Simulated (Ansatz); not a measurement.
## Worked example: self-consistent single point of BaSn3Pt (I4mm, 5 atoms in the cell) in Ansatz

Computed with LDA (PW92), default PAW files made with PBE (plane waves; Ansatz, a quantum-chemistry and plane-wave program).

Input:

Ansatz 0.2 input:
```yaml
# BaSn3Pt
crystal:
  lattice:
    - [-2.42340900, 2.42340900, 5.50969700]
    - [2.42340900, -2.42340900, 5.50969700]
    - [2.42340900, 2.42340900, -5.50969700]
  atoms:
    - { symbol: Ba, position: [0.99841000, 0.99841000, 0.00000000] }
    - { symbol: Sn, position: [0.74716000, 0.24716000, 0.50000000] }
    - { symbol: Sn, position: [0.24716000, 0.74716000, 0.50000000] }
    - { symbol: Sn, position: [0.58248000, 0.58248000, 0.00000000] }
    - { symbol: Pt, position: [0.34573000, 0.34573000, 0.00000000] }
basis:
  ecutwfc: 420.0
kpoints:
  mp_grid: { grid: [5, 5, 5] }
hamiltonian:
  xc: lda
  pseudopotentials: { kind: paw }
scf:
  occupations: { method: gaussian, width: 0.05 }
output:
  forces: true
  eigenvalues: true
  stress: true
```

The program printed (abridged):

```
WARN ansatz: RAYON_NUM_THREADS=1 ignored (pool sized by the plan → 1); use --threads N
Pseudopotentials: kind: paw
Pseudopotential: Ba, paw, valence charge 10
Pseudopotential: Sn, paw, valence charge 14
Pseudopotential: Pt, paw, valence charge 18
Crystal: 5 atoms, lattice volume = 129.432 Å³
Basis set: ecut = 420 eV, 2543 PW (Γ)
Bands: 42, of which v1, the nominal top of the filled ones, is band 35 counted from 1 (34 counted from 0)
Symmetry: 8 space group operations
Space group: I4mm (ITA 107), of the structure as read, at distance tolerance 5.1e-5 Å
k-points: 18 of 125 (time reversal used)
PAW frozen core: Ba, regenerated for the run's functional, and the local potential with it
PAW frozen core: Sn, regenerated for the run's functional, and the local potential with it
PAW frozen core: Pt, regenerated for the run's functional, and the local potential with it
Initial density: superposition of atomic densities (neutral atoms: chi_scale 0, normalization atom), corrected by the library's trained network
Initial wavefunctions: pseudopotential atomic-orbital guess
Eigensolver: davidson
Functional: x = slater, c = lda
SCF iter   1: F=—  HF=-35666.901347 eV  |F-HF|=—  |Δ(HF+E_count)|=         —  Δρ=6.25e-3  dr2=3.08e-2  ethr=1.77e-3  ⟨swp⟩=9.1  Hψ=3561  notcnv=0  defer=5
all-band conjugate gradients solve this SCF's bands
preconditioner: auto → Resta (q_TF=auto, 2.463 Å⁻¹)
SCF iter   2: F=—  HF=-35666.892000 eV  |F-HF|=—  |Δ(HF+E_count)|=   9.35e-3  Δρ=2.80e-3  dr2=6.03e-3  ethr=4.40e-5  ⟨swp⟩=2.0  Hψ=1612  notcnv=0  defer=39
SCF iter   3: F=—  HF=-35666.890321 eV  |F-HF|=—  |Δ(HF+E_count)|=   1.68e-3  Δρ=5.80e-4  dr2=3.72e-4  ethr=8.62e-6  ⟨swp⟩=2.8  Hψ=1305  notcnv=0  defer=39
SCF iter   4: F=—  HF=-35666.890246 eV  |F-HF|=—  |Δ(HF+E_count)|=   7.51e-5  Δρ=9.75e-5  dr2=1.40e-5  ethr=5.31e-7  ⟨swp⟩=2.0  Hψ=1229  notcnv=0  defer=39
SCF iter   5: F=—  HF=-35666.890238 eV  |F-HF|=—  |Δ(HF+E_count)|=   8.55e-6  Δρ=3.06e-5  dr2=1.06e-6  ethr=2.00e-8  ⟨swp⟩=2.0  Hψ=1336  notcnv=0  defer=39
SCF iter   6: F=-35666.890238 eV  HF=-35666.890238 eV  |F-HF|=2.85e-9  |Δ(HF+E_count)|=   4.55e-8  Δρ=4.30e-6  dr2=2.70e-8  ethr=1.43e-10  ⟨swp⟩=11.1  Hψ=4314  notcnv=0
SCF 1 converged in 6 iterations: F = -35666.890238 eV  dr2 = 2.70e-8
SCF converged after 6 iterations
Free energy (F): -35666.890238 eV
Harris-Foulkes:  -35666.890238 eV  (|F-HF|=2.85e-9)
Internal energy: -35666.885242 eV  (E = F + TS)
E sigma→0 (E₀):  -35666.887740 eV
Entropy (-TS):   -0.004996 eV (-0.999 meV/atom)
Fermi energy:    12.337977 eV
--- Per-component energies (eV) ---
  E_band       = -523.626683
  E_kinetic    = 1378.078676
  E_local      = -5685.083703  (includes V_loc(G=0)·N_el)
  E_nonlocal   = 183.339501
  E_hartree    = 2872.164656
  E_xc         = -1567.501879
  E_vxc        = -738.846609  (∫ρ·V_xc dr)
  E_paw        = -26223.833029  (= ΣΔE_a)
  E_vpaw       = -1405.450855  (= ΣTr[D̂ρ^β])
  E_aug_tail   = 0.000171  (compensation charges beyond the density's cutoff)
  E_ewald      = -6626.070715
  E_core_change = 2.021080  (= ΣΔE_core)
  E_smearing   = -0.004996  (= −TS)
  E_closure    = 0.000000  (closes the sum)
  Σ components = -35666.890238   (vs F -35666.890238, Δ=0.00e0)
--- Forces (eV/Å), atoms counted from 1 ---
  atom   1  Ba    -0.00000000     0.00000000     0.06459048
  atom   2  Sn     0.00000000     0.00000000    -0.00767503
  atom   3  Sn    -0.00000000     0.00000000    -0.00767503
  atom   4  Sn     0.00000000     0.00000000    -0.04987710
  atom   5  Pt     0.00000000    -0.00000000     0.00061576
  max |Σ_I F_I| component: 2.09e-5 eV/Å
--- Stress (GPa, compression-positive) ---
       -0.544739       0.000000      -0.000000
        0.000000      -0.544739       0.000000
       -0.000000       0.000000      -0.559722
  P = ⅓ Tr σ = -0.5497 GPa (-5.497 kbar)
  The stress holds the Pulay correction. Without it, at fixed plane waves, as pw.x and ABINIT print it: P = -0.5875 GPa
--- Band table (eV; the first three rows and the last of 18) ---
  k-point 0: bands = ["-86.3424", "-40.4987", "-40.4987", "-40.4497", "-15.5355", "-9.0978", "-9.0921", "-9.0769", "-9.0769", "-9.0157", "-8.9729", "-8.9364", "-8.9064", "-8.9064", "-8.9059", "-8.8661", "-8.8578", "-8.8156", "-8.8003", "-8.8003", [...]
  k-point 1: bands = ["-86.3424", "-40.4989", "-40.4989", "-40.4496", "-15.5311", "-9.1008", "-9.0773", "-9.0604", "-9.0393", "-9.0319", "-8.9582", "-8.9453", "-8.9287", "-8.9092", "-8.9004", "-8.8856", "-8.8667", "-8.8230", "-8.8122", "-8.7945", [...]
  k-point 2: bands = ["-86.3424", "-40.4991", "-40.4991", "-40.4494", "-15.5246", "-9.0835", "-9.0779", "-9.0632", "-9.0162", "-9.0081", "-8.9868", "-8.9832", "-8.9189", "-8.9036", "-8.8915", "-8.8856", "-8.8741", "-8.8276", "-8.8217", "-8.7964", [...]
  k-point 17: bands = ["-86.3424", "-40.4989", "-40.4987", "-40.4496", "-15.5324", "-9.1006", "-9.0847", "-9.0701", "-9.0603", "-9.0219", "-8.9554", "-8.9346", "-8.9296", "-8.9098", "-8.8926", "-8.8824", "-8.8666", "-8.8242", "-8.8009", "-8.7954", [...]
```

The run converged in 6 iterations.

The starting cell comes from a database of computed structures (which also holds hypothetical and non-ambient phases and stackings), without a prior relaxation at this level. Its lattice was rescaled by a random factor within 2.5 % of one. Spin-orbit coupling is off. Spin polarisation is off. Ansatz's pressure includes its estimate of the finite-basis (Pulay) stress.
